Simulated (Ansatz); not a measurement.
**Hypothetical P6_3/mmc PbS, pressure series**

Take PbS (space group P6_3/mmc, No. 194; a hypothetical phase, not in the database extracts checked) as the base.

```
CELL_PARAMETERS angstrom
      5.00122     0.00000     0.00000
     -2.50061     4.33119     0.00000
      0.00000     0.00000     5.98247
ATOMIC_POSITIONS crystal
  Pb 0.66667 0.33333 0.25000
  Pb 0.33333 0.66667 0.75000
  S  0.66667 0.33333 0.75000
  S  0.33333 0.66667 0.25000
```

Cell and atoms are relaxed at each pressure.

Method: Ansatz (an electronic-structure program) r2SCAN, no spin-orbit coupling.

| change | c/a ratio | band gap | width of the top valence band | lattice parameter a |
|---|---|---|---|---|
| base | 1.196 | 1.73 eV | 2.02 eV | 5.001 Å |
| pressure −2 GPa | 1.193 | 1.79 eV | 1.79 eV | 5.089 Å |
| pressure −1 GPa | 1.195 | 1.76 eV | 1.91 eV | 5.042 Å |
| pressure 0.3 GPa | 1.197 | 1.72 eV | 2.06 eV | 4.990 Å |
| pressure 0.7 GPa | 1.197 | 1.70 eV | 2.10 eV | 4.975 Å |
| pressure 1.5 GPa | 1.198 | 1.68 eV | 2.18 eV | 4.947 Å |
| pressure 3 GPa | 1.199 | 1.62 eV | 2.33 eV | 4.899 Å |
| pressure 5 GPa | 1.201 | 1.53 eV | 2.50 eV | 4.843 Å |
| pressure 7.5 GPa | 1.203 | 1.38 eV | 2.71 eV | 4.783 Å |
| pressure 10 GPa | 1.204 | 1.25 eV | 2.89 eV | 4.730 Å |

With Pb present, leaving out spin-orbit coupling can change the band edges. Load acts through the strain it causes; cell and atoms are relaxed under it. Stability against distortions was not tested. Competing high-pressure phases were not computed. The base started in P6_3mc and relaxed to P6_3/mmc at this level.
